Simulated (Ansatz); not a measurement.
# A computed series for WC: pressure series

Start from WC (space group P-6m2, No. 187; a = 2.9219 Å, c = 2.8471 Å).

Cell and atoms are relaxed at each pressure.

Calculations: Ansatz (an electronic-structure program), PBE, PAW, cutoff 420 eV, no spin-orbit coupling.

Notes on the quantities. enthalpy: H = E + PV relative to the base's energy.

| case | volume per atom | enthalpy |
|---|---|---|
| base | 10.52 Å³ | – |
| pressure −2 GPa | ___ | -0.13 eV/atom |
| pressure −1 GPa | 10.55 Å³ | -0.07 eV/atom |
| pressure 0.9 GPa | 10.50 Å³ | +0.06 eV/atom |
| pressure 2.1 GPa | 10.47 Å³ | +0.14 eV/atom |
| pressure 4.5 GPa | 10.41 Å³ | +0.29 eV/atom |
| pressure 9 GPa | 10.29 Å³ | +0.58 eV/atom |
| pressure 15 GPa | 10.15 Å³ | +0.97 eV/atom |
| pressure 22.5 GPa | 9.99 Å³ | +1.44 eV/atom |
| pressure 30 GPa | 9.83 Å³ | +1.90 eV/atom |

### Question
Fill in the withheld entries from the trend.

### Answer

- pressure −2 GPa, volume per atom: 10.58 Å³

Load acts through the strain it causes; cell and atoms are relaxed under it. Whether these cells are dynamically stable was not tested. No other phases were tried under pressure. All final runs are without spin polarisation.
